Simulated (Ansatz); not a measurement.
**Ga2O3, response to strain**

The parent structure is Ga2O3 in the corundum structure (space group R-3c, No. 167; a = 5.000 Å, c = 13.449 Å (hexagonal axes)). Axes: x lies along a and z along c of the hexagonal cell.

Strains are applied to the cell and any free atomic positions relax.

Calculations: PBEsol in Ansatz (plane waves to 420 eV, PAW, no SOC).

Candidates:
(a) uniaxial strain ε_xx = +3.00 %
(b) uniaxial strain ε_xx = +2.25 %
(c) uniaxial strain ε_xx = +1.50 %

For the base:

| Property | Result |
|---|---|
| Smallest direct gap | 2.95 eV |

### Question
Order them by smallest direct gap, lowest first.

### Answer
(a) uniaxial strain ε_xx = +3.00 % (2.55 eV), (b) uniaxial strain ε_xx = +2.25 % (2.66 eV), (c) uniaxial strain ε_xx = +1.50 % (2.76 eV)

Stability against distortions was not tested.

Ansatz is a first-principles code.
